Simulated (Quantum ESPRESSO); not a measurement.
**Parameter sweep on Mg16Al12Ge (I-43m, 29 atoms in the cell)**

```xyz
29
Lattice="5.1415 5.1415 5.1415 -5.1415 5.1415 5.1415 -5.1415 -5.1415 5.1415" Properties=species:S:1:pos:R:3 pbc="T T T"
Mg    -1.4644     4.6881    -1.4644
Mg    -3.6771     0.4535     3.6771
Mg     1.4644     4.6881     1.4644
Mg    -1.4644     5.5950     1.4644
Mg    -4.6881    -1.4644     1.4644
Mg    -0.4535     3.6771     3.6771
Mg    -4.6881     1.4644    -1.4644
Mg    -5.5950     1.4644     1.4644
Mg     1.4644     1.4644     4.6881
Mg    -3.6771     3.6771     0.4535
Mg    -1.4644    -1.4644     4.6881
Mg    -1.4644     1.4644     5.5950
Mg    -1.7165     1.7165    -1.7165
Mg    -3.4251     3.4251     3.4251
Mg     1.7165     1.7165     1.7165
Mg    -1.7165    -1.7165     1.7165
Al    -0.9421     7.4208    -0.9421
Al    -4.1994    -2.2792     4.1994
Al     0.9421     7.4208     0.9421
Al    -0.9421     2.8623     0.9421
Al    -7.4208    -0.9421     0.9421
Al     2.2792     4.1994     4.1994
Al    -7.4208     0.9421    -0.9421
Al    -2.8623     0.9421     0.9421
Al     0.9421     0.9421     7.4208
Al    -4.1994     4.1994    -2.2792
Al    -0.9421    -0.9421     7.4208
Al    -0.9421     0.9421     2.8623
Ge     0.0000     0.0000     0.0000
```

Base run A: PBEsol, PseudoDojo standard norm-conserving (PBESOL) pseudopotentials (Quantum ESPRESSO), self-consistent single point.

Its settings: ecutwfc = 85 Ry; occupations = smearing; smearing = gaussian; degauss = 0.0073499 Ry; potentials = {Mg: Mg.upf, Al: Al.upf, Ge: Ge.upf}; K_POINTS = automatic 3 3 3 0 0 0; conv_thr = 1e-10 Ry.

The starting cell comes from a database of computed structures (which also holds hypothetical and non-ambient phases and stackings), without a prior relaxation at this level. Its lattice was rescaled by a random factor within 2.5 % of one.

ΔF is the free energy per atom less that of run A. 

Run A gave: pressure (GPa) 2.84; largest force (eV/Å) 0.115.

Runs:
- B: lattice scaled by 0.97
- C: lattice scaled by 0.97; ecutwfc: 85 Ry → 51 Ry
- D: lattice scaled by 0.985
- E: lattice scaled by 0.985; ecutwfc: 85 Ry → 51 Ry
- F: lattice scaled by 1.015
- G: lattice scaled by 1.015; ecutwfc: 85 Ry → 51 Ry

Q: What does run D change against A?

A: The free energy goes up by 22.9 meV/atom, the pressure goes from 2.84 to 6.08 GPa and the largest force goes from 0.115 to 0.204 eV/Å.

Q: What does run B change against A?

A: The free energy rises by 63.0 meV/atom, the pressure goes from 2.84 to 9.97 GPa and the largest force goes from 0.115 to 0.308 eV/Å.

Q: What does run F change against A?

A: The free energy falls by 7.9 meV/atom, the pressure goes from 2.84 to 0.17 GPa and the largest force goes from 0.115 to 0.043 eV/Å.

```
run  ΔF (meV/atom)  pressure (GPa)  largest force (eV/Å)
---  -------------  --------------  --------------------
A             0.00            2.84                 0.115
B             63.0            9.97                 0.308
C           1866.9          -90.18                 0.349
D             22.9            6.08                 0.204
E           1830.6          -89.74                 0.232
F             -7.9            0.17                 0.043
G           1789.0          -87.08                 0.050
```
